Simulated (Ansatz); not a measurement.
**A computed series for TiPt3: pressure series**

Start from TiPt$_{3}$ in the Cu3Au type structure (space group Pm-3m, No. 221; a = 3.9479 Å).

Cell and atoms are relaxed at each pressure.

Method: PBE in Ansatz (plane waves to 420 eV, PAW, scalar-relativistic without spin-orbit coupling).

```json
[
 {"pressure (GPa)": "-1", "volume per atom (Å³/atom)": "15.450"},
 {"pressure (GPa)": "0", "volume per atom (Å³/atom)": "15.383"},
 {"pressure (GPa)": "0.9", "volume per atom (Å³/atom)": "15.325"},
 {"pressure (GPa)": "2.1", "volume per atom (Å³/atom)": "15.249"},
 {"pressure (GPa)": "4.5", "volume per atom (Å³/atom)": "?"},
 {"pressure (GPa)": "9", "volume per atom (Å³/atom)": "14.854"},
 {"pressure (GPa)": "15", "volume per atom (Å³/atom)": "14.554"},
 {"pressure (GPa)": "22.5", "volume per atom (Å³/atom)": "14.222"},
 {"pressure (GPa)": "30", "volume per atom (Å³/atom)": "13.930"}
]
```

### Question
Fit the third-order Birch–Murnaghan form P(V) = (3B₀/2)[(V₀/V)^(7/3) − (V₀/V)^(5/3)]·[1 + (3/4)(B₀′ − 4)((V₀/V)^(2/3) − 1)] (squares taken in P) to the rows shown and predict the withheld row.

### Answer
Least squares on the printed values gives V₀ = 15.383 Å³/atom, B₀ = 235 GPa, B₀′ = 5.0; this predicts 15.105 Å³/atom, and the run gives 15.104 Å³/atom, in agreement.

Load acts through the strain it causes; cell and atoms are relaxed under it. Whether these cells are dynamically stable was not tested. Competing high-pressure phases were not computed. The final runs are not spin-polarised.

Ansatz is a first-principles code.
